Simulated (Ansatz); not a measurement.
L1₀ (CuAu-type) CuAu, treated with PBE in Ansatz (plane waves, PAW).

Numerical settings: plane-wave cutoff 520 eV, 20×20×16 k mesh (along the axes of the cell as run), Fermi–Dirac smearing 0.05 eV, no spin polarisation, scalar-relativistic PAW data made under PBE.

A third-order Birch–Murnaghan fit to the energies gives V0 = 15.003 Å³/atom, B0 = 140 GPa, B′ = 5.5.

| V (Å³/atom) | P (GPa) |
|---|---|
| 14.402 | … |
| 14.702 | … |
| 15.002 | 0.01 |
| 15.302 | … |
| 15.602 | … |

Problem. Estimate the withheld pressures from this fit; the answers are the runs' own values.

Solution. 
- 14.402, P (GPa): 6.40
- 14.702, P (GPa): 3.00
- 15.302, P (GPa): -2.62
- 15.602, P (GPa): -4.92

The formula P = (3/2) B0 (x^(7/3) − x^(5/3)) [1 + (3/4)(B′ − 4)(x^(2/3) − 1)] with x = V0/V meets the computed pressures within 0.01 GPa when these rounded values are put in.

Shape and atoms are relaxed at each volume.

Note: the bulk modulus comes from volumes at which shape and atoms were relaxed.

Spin–orbit coupling is not included; it can shift volumes and moduli of such heavy elements.

Ansatz is an electronic-structure program.
